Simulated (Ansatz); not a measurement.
Start from PbS in the rock salt structure (space group Fm-3m, No. 225; a = 5.903 Å). Axes: x, y, z lie along the cube axes.

Calculations: Ansatz (an electronic-structure program) PBEsol, scalar-relativistic without spin-orbit coupling.

Base values:

| Property | Value |
|---|---|
| Valley order | L along ⟨111⟩ 0.19 eV; a point along ⟨110⟩, about 0.7 Å⁻¹ from Γ 1.14 eV |

Perturbation: tensor shear ε_xy = +0.86 % (engineering shear γ = 0.0172); the atoms relax in the strained cell.

Q: What does the calculation give for the valley order after the change?

A: The valley order (the lowest conduction-band minima on the path, energy above the VBM, named in the base's zone) goes from L along ⟨111⟩ 0.19 eV; a point along ⟨110⟩, about 0.7 Å⁻¹ from Γ 1.14 eV to L along [1-11] 0.11 eV; L along [111] 0.20 eV; a point along [1-10], about 0.6 Å⁻¹ from Γ 1.09 eV; a point along [110], about 0.6 Å⁻¹ from Γ 1.24 eV.

Q: Predict the new stress.

A: The stress (xx, yy, zz, yz, xz, xy; compression positive) amounts to (0.00, 0.00, -0.01, 0.00, 0.00, -0.33) GPa.

Q: What does the calculation give for the energy relative to the base after the change?

A: The energy grows by 0.5 meV/atom.

Spin-orbit coupling, missing from the scalar runs, can matter with Pb. The levels and masses belong to the bands next to the band gap. Whether these cells are dynamically stable was not tested.
